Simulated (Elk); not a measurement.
Input and output of a self-consistent single point for Ti₃Nb (Amm2, 4 atoms in the cell) (Elk).

Method: LDA (PW92), all-electron FP-LAPW, Elk's shipped species files, APW+lo basis with extra local orbitals (Elk).

The change in words: lattice scaled by 0.98. Reference geometry:
```
Ti3Nb
1.0
    9.04699     0.00000     0.00000
    0.00000     1.60600     2.41039
    0.00000    -1.60600     2.41039
Ti Nb
3 1
Direct
  0.00000   0.18267   0.18267
  0.24845   0.79134   0.79134
  0.75155   0.79134   0.79134
  0.50000   0.23464   0.23464
```

Reference input (self-consistent single point, DFT, LDA (PW92), all-electron FP-LAPW, Elk's shipped species files, APW+lo basis with extra local orbitals): xctype = 3; rgkmax = 7.5; stype = 3; swidth = 0.00367493 Ha; ngridk = 3 10 10; gmaxvr = 14 1/bohr; nxlo = 2; lorbcnd = true; rmtscf = 0.99; lmaxi = 2. This run's input differs from it in these lines:

```diff
@@ -34,5 +34,5 @@
 avec
-    9.0469900000    0.0000000000    0.0000000000
-    0.0000000000    1.6060050000    2.4103950000
-    0.0000000000   -1.6060050000    2.4103950000
+    8.8660500000    0.0000000000    0.0000000000
+    0.0000000000    1.5738850000    2.3621870000
+    0.0000000000   -1.5738850000    2.3621870000
```

The program printed (abridged):

```
│ Self-consistent loop started │
│ Loop number : 1 │
 total energy                :     -6357.10176415
│ Loop number : 2 │
 total energy                :     -6359.68392095
RMS change in Kohn-Sham potential (target) :   0.3305731875     (  0.1000000000E-05)
Absolute change in total energy (target)   :    2.582156792     (  0.1000000000E-03)
│ Loop number : 3 │
 total energy                :     -6360.28243830
RMS change in Kohn-Sham potential (target) :   0.3980994855     (  0.1000000000E-05)
Absolute change in total energy (target)   :    1.244056556     (  0.1000000000E-03)
│ Loop number : 4 │
   [... lines left out ...]
Absolute change in total energy (target)   :   0.1325032445E-02 (  0.1000000000E-03)
│ Loop number : 18 │
 total energy                :     -6372.46835867
RMS change in Kohn-Sham potential (target) :   0.2839696926E-06 (  0.1000000000E-05)
Absolute change in total energy (target)   :   0.3670367651E-03 (  0.1000000000E-03)
│ Loop number : 19 │
 total energy                :     -6372.46839503
RMS change in Kohn-Sham potential (target) :   0.3033024784E-06 (  0.1000000000E-05)
Absolute change in total energy (target)   :   0.5539974336E-04 (  0.1000000000E-03)
Convergence targets achieved

│ Loop number : 20 │

Energies :
 Fermi                       :     0.337439661305
 total energy                :     -6372.46842390

Density of states at Fermi energy :    167.1061388
 (states/Hartree/unit cell)

Estimated indirect band gap :   0.1357616977E-03
 from k-point     26 to k-point     86
Estimated direct band gap   :   0.1953006321E-02
 at k-point     49

Charges :
 core                        :    58.00000000
 valence                     :    49.00000000
 interstitial                :    6.340234731
 muffin-tins (core leakage)
  species :    1 (Ti)
   atom    1                 :    20.40572768     (  0.7520810641E-09)
   atom    2                 :    20.43283222     (  0.7992646545E-09)
   atom    3                 :    20.43283222     (  0.7992646545E-09)
  species :    2 (Nb)
   atom    1                 :    39.38837315     (  0.1157618268E-05)
 total in muffin-tins        :    100.6597653
 total calculated charge     :    107.0174928
 total charge                :    107.0000000
 error                       :   0.1749281392E-01

│ Self-consistent loop stopped │
```

The run converged in 20 iterations. The count includes the last loop, which Elk runs after its targets are met. Against the reference run the free energy falls by 35.1 meV/atom.

The starting cell comes from a database of computed structures (which also holds hypothetical and non-ambient phases and stackings), without a prior relaxation at this level. For this run, on top of that: lattice scaled by 0.98. Spin polarisation is off. Values depend on the basis (sphere radii, cutoffs, local orbitals), which need not be converged. The log's line on a gap gives a spacing of levels on this mesh, which the program prints for metals too.

Cost on one core of a shared machine: roughly 4 min.
